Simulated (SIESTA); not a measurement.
Worked example: self-consistent single point of Cr (Im-3m, 1 atom in the cell) in SIESTA.

Level of theory: LDA PW92, numerical atomic orbitals DZP, PseudoDojo LDA standard norm-conserving potentials (rewritten from UPF to PSML) (SIESTA 5.4.2).

```yaml
crystal:
  lattice:
    - [-1.45440, 1.45440, 1.45440]
    - [1.45440, -1.45440, 1.45440]
    - [1.45440, 1.45440, -1.45440]
  atoms:
    - { symbol: Cr, position: [0.00000, 0.00000, 0.00000], spin: 3.0 }
```
(The spins are starting values, not results.)

Reference input (self-consistent single point, DFT, GGA PBE, numerical atomic orbitals DZP, PseudoDojo PBE standard norm-conserving potentials (rewritten from UPF to PSML)): XC.functional = GGA; XC.authors = PBE; potentials = PseudoDojo PBE standard; PAO.BasisSize = DZP; PAO.EnergyShift = 0.01 Ry; MeshCutoff = 300 Ry; kgrid.MonkhorstPack = 16 16 16; OccupationFunction = MP; OccupationMPOrder = 0; ElectronicTemperature = 2320.9 K; Spin = polarized; DM.InitSpin = [1 +3.00]. This run's input differs from it in these lines:

```diff
@@ -1,2 +1,2 @@
-# files in the folder: Cr.psml (PseudoDojo PBE standard)
+# files in the folder: Cr.psml (PseudoDojo LDA standard)
 SystemName  Cr
@@ -20,4 +20,4 @@
 
-XC.functional                GGA
-XC.authors                   PBE
+XC.functional                LDA
+XC.authors                   PW92
 PAO.BasisSize                DZP
```

The program printed (abridged):

```
        iscf     Eharris(eV)        E_KS(eV)     FreeEng(eV)     dDmax    Ef(eV) dHmax(eV)
   scf:    1    -2393.890727    -2412.620190    -2412.639042  0.400810 -0.102852 16.352102
     spin moment: {S} , |S| = {        0.0        0.0    0.62984 }     0.62984
   scf:    2    -2417.542392    -2415.177031    -2415.198748  0.138763 -0.936015 12.701469
     spin moment: {S} , |S| = {        0.0        0.0    0.62779 }     0.62779
   scf:    3    -2419.736035    -2418.964406    -2418.999062  0.346765 -3.881157  1.718073
     spin moment: {S} , |S| = {        0.0        0.0    0.66576 }     0.66576
   [... lines left out ...]
     spin moment: {S} , |S| = {        0.0        0.0    0.00114 }     0.00114
   scf:   11    -2419.223952    -2419.223939    -2419.238539  0.000149 -3.616009  0.002855
     spin moment: {S} , |S| = {        0.0        0.0    0.00054 }     0.00054
   scf:   12    -2419.223949    -2419.223944    -2419.238539  0.000069 -3.615319  0.000131
     spin moment: {S} , |S| = {        0.0        0.0   -0.00002 }    -0.00002
   scf:   13    -2419.223943    -2419.223944    -2419.238539  0.000003 -3.615337  0.000047
     spin moment: {S} , |S| = {        0.0        0.0   -0.00000 }    -0.00000
SCF Convergence by DM+H criterion
max |DM_out - DM_in|         :     0.0000030346
max |H_out - H_in|      (eV) :     0.0000473408
SCF cycle converged after 13 iterations

Using DM_out to compute the final energy and forces

siesta: E_KS(eV) =            -2419.2239

siesta: E_KS - E_eggbox =     -2419.2239

siesta: Atomic forces (eV/Ang):
     1   -0.000000    0.000000    0.000000
   Tot   -0.000000    0.000000    0.000000
   Max    0.000000
   Res    0.000000    sqrt( Sum f_i^2 / 3N )
   Max    0.000000    constrained

Stress tensor Voigt[x,y,z,yz,xz,xy] (kbar):      323.54      323.54      323.54       -0.00       -0.00       -0.00
(Free)E + p*V (eV/cell)    -2421.7236
Target enthalpy (eV/cell)    -2419.2385

siesta: Program's energy decomposition (eV):
siesta: FreeEng =     -2419.238539

siesta: Stress tensor (static) (eV/Ang**3):
   [... lines left out ...]
siesta: Cell volume =         12.305849 Ang**3
siesta:        -323.54270712       -323.54270712  kBar
   [... lines left out ...]
               3dz2    3dxz    3dx2-y2
   1  7.000   0.929   0.164   0.037   0.975   0.975   0.975   0.183   0.183
              0.183   0.526   0.526   0.365   0.526   0.365   0.020   0.020

              0.016   0.020   0.016

mulliken: Qtot =        7.000

Mulliken Atomic Populations:
Atom #   charge [q] valence [e]      Sz [e]  Species
     1    -0.000000   14.000000   -0.000004  Cr
 Total    -0.000000               -0.000004
```

The run converged in 13 iterations. Against the reference run the pressure goes from -17.36 to -32.35 GPa.

The starting cell was generated: these elements placed on a structure prototype, without a prior relaxation; it need not be a known phase or ordering of this composition. Its lattice was rescaled by a random factor within 2.5 % of one. The starting moments vanished: the run ended non-magnetic, which need not be the lowest state. Values carry the incompleteness of an atom-centred basis. With a pressure of about -32 GPa the cell is away from its equilibrium volume at this level.

Cost on one core of a shared machine: roughly 80 s.
